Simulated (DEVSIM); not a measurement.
Structure: abrupt GaAs p-n junction, at 300 K.

Layer 1 from the left is GaAs, thickness (μm) 77.0, Na (cm⁻³) 2.7e16, τn (s) 5.6e-9, τp (s) 5.6e-9. Layer 2 from the left is GaAs, thickness (μm) 18.0, Nd (cm⁻³) 9.3e14, τn (s) 5.6e-9, τp (s) 5.6e-9.

Left contact: ohmic. Right contact: ohmic. Voltage is applied to the left contact. Recombination: SRH at mid-gap, radiative. Mobility is μmin + (μ − μmin)/(1 + (N/Nref)^α).

This is a model device: material constants are rounded textbook-type values typed into the input, and sizes, dopings and lifetimes were drawn at random. Values at 300 K.

GaAs: gap (eV) 1.424, affinity (eV) 4.07, permittivity 12.9, Nc (cm⁻³) 4.7e17, Nv (cm⁻³) 9e18, μn (cm²/Vs) 8500, μp (cm²/Vs) 400, μn,min 500, μp,min 20, Nref,n 6e16, Nref,p 1.5e17, αn 0.39, αp 0.38, B (cm³/s) 2e-10.

**Question.** Estimate by hand the built-in potential, the peak field at zero bias, the capacitance at -3 V, and compare with a numerical solution.

**Answer.** 
- Built-in potential: ni = √(Nc Nv) exp(−Eg/2kT) = 2250000 cm⁻³ with Eg = 1.424 eV; Vbi = kT/q ln(Na Nd/ni²) = 1.113 V; numerical 1.113 V.
- Peak field at zero bias: depletion approximation: W = √(2εVbi/(qN)) = 1.33 μm with N = 8.99e14 cm⁻³; field = 2Vbi/W = 16800 V/cm; numerical 16900 V/cm (estimate below by 0.95 %).
- Capacitance at -3 V: C = √(qεN / 2(Vbi + |V|)) = 4.47 nF/cm²; numerical 4.50 nF/cm² (estimate below by 0.63 %).

Model (solved in DEVSIM): 1D drift-diffusion, Boltzmann statistics, complete ionisation; no tunnelling, impact ionisation, image-force lowering or self-heating.
